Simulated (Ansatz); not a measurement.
Ansatz (a program for electronic structure) run on VB4Os (P1, 6 atoms in the cell): self-consistent single point.

Method of the run: LDA (PW92), PAW files made with PBE (plane waves; Ansatz).

The change in words: lattice scaled by 0.98. Reference geometry:
```
VB4Os
1.0
    2.87749     0.00000     0.00000
   -1.43874     2.49198     0.00000
    0.00000     0.00000     7.45371
V B Os
1 4 1
Direct
  0.01505   0.01835   0.00310
  0.01812   0.03317   0.70949
  0.02134   0.01063   0.28353
  0.28377   0.60610   0.79074
  0.30992   0.65202   0.20255
  0.35179   0.67973   0.51057
```

Reference input (self-consistent single point, DFT, LDA (PW92), plane waves, PAW files made with PBE): basis.ecutwfc = 420 eV; kpoints.mp_grid.grid = 8 8 3; hamiltonian.xc = lda; hamiltonian.pseudopotentials = {kind: paw} (the program's default PAW files); scf.occupations.method = fermi_dirac; scf.occupations.width = 0.05 eV. This run's input differs from it in these lines:

```diff
@@ -2,5 +2,5 @@
   lattice:
-    - [2.877490, 0.000000, 0.000000]
-    - [-1.438745, 2.491979, 0.000000]
-    - [0.000000, 0.000000, 7.453710]
+    - [2.819940, 0.000000, 0.000000]
+    - [-1.409970, 2.442139, 0.000000]
+    - [0.000000, 0.000000, 7.304636]
   atoms:
```

Output (repeated stretches shortened):

```
SCF iter   1: F=—  HF=-14599.833121 eV  |F-HF|=—  |Δ(HF+E_count)|=         —  Δρ=3.46e-1  dr2=3.21e2  ethr=3.10e-3  ⟨swp⟩=6.0  Hψ=11490  notcnv=0
all-band conjugate gradients solve this SCF's bands
preconditioner: auto → Kerker (q_TF=auto, 2.637 Å⁻¹)
SCF iter   2: F=—  HF=-14587.309253 eV  |F-HF|=—  |Δ(HF+E_count)|=    1.25e1  Δρ=1.82e-1  dr2=1.04e2  ethr=3.10e-3  ⟨swp⟩=3.2  Hψ=6241  notcnv=0  defer=83
   [... lines left out ...]
SCF iter   8: F=—  HF=-14580.265250 eV  |F-HF|=—  |Δ(HF+E_count)|=   3.53e-5  Δρ=1.28e-4  dr2=2.19e-5  ethr=5.38e-7  ⟨swp⟩=2.4  Hψ=3632  notcnv=0  defer=90
SCF iter   9: F=—  HF=-14580.265250 eV  |F-HF|=—  |Δ(HF+E_count)|=   4.75e-7  Δρ=2.86e-5  dr2=1.66e-6  ethr=5.34e-8  ⟨swp⟩=2.4  Hψ=3443  notcnv=0  defer=90
SCF iter  10: F=—  HF=-14580.265249 eV  |F-HF|=—  |Δ(HF+E_count)|=   2.47e-7  Δρ=1.19e-5  dr2=2.68e-7  ethr=4.05e-9  ⟨swp⟩=2.1  Hψ=3065  notcnv=0  defer=90
SCF iter  11: F=-14580.265249 eV  HF=-14580.265249 eV  |F-HF|=1.05e-8  |Δ(HF+E_count)|=   3.10e-8  Δρ=2.96e-6  dr2=1.23e-8  ethr=2.44e-10  ⟨swp⟩=11.2  Hψ=12028  notcnv=0
SCF 1 converged in 11 iterations: F = -14580.265249 eV  dr2 = 1.23e-8
Free energy (F): -14580.265249 eV
Internal energy: -14580.244985 eV  (E = F + TS)
E sigma→0 (E₀):  -14580.255117 eV
Entropy (-TS):   -0.020264 eV (-3.377 meV/atom)
Fermi energy:    17.067243 eV
--- Forces (eV/Å), atoms counted from 1 ---
  atom   1  V     -0.18529845    -0.84212287    -0.55030116
  atom   2  B      0.16381974    -4.01095877    -0.93131052
  atom   3  B     -0.69193108    -0.47215220     1.41066130
  atom   4  B      0.25066835     4.52957993     2.82340498
  atom   5  B      0.94328744     1.00158106     0.02476243
  atom   6  Os    -0.48055036    -0.20593271    -2.77711791
--- Stress (GPa, compression-positive) ---
       -0.706754      -3.463183      -0.291648
       -3.463183      21.189568       4.513064
       -0.291649       4.513063      16.956386
  P = ⅓ Tr σ = 12.4797 GPa (124.797 kbar)
  The stress holds the Pulay correction. Without it, at fixed plane waves, as pw.x and ABINIT print it: P = 12.2556 GPa
```

The run converged in 11 iterations. Against the reference run the free energy rises by 7.5 meV/atom, the pressure goes from -6.94 to 12.48 GPa and the largest force goes from 4.482 to 5.343 eV/Å.

The starting cell comes from a database of computed structures (which also holds hypothetical and non-ambient phases and stackings), without a prior relaxation at this level. Its atoms were displaced at random from the sites of space group no. 187. For this run, on top of that: lattice scaled by 0.98. Spin polarisation is off. With a pressure of about 12 GPa the cell is away from its equilibrium volume at this level. Forces in this geometry exceed 1 eV/Å. Ansatz's pressure includes its estimate of the finite-basis (Pulay) stress.

Keys are those of Ansatz 0.2.
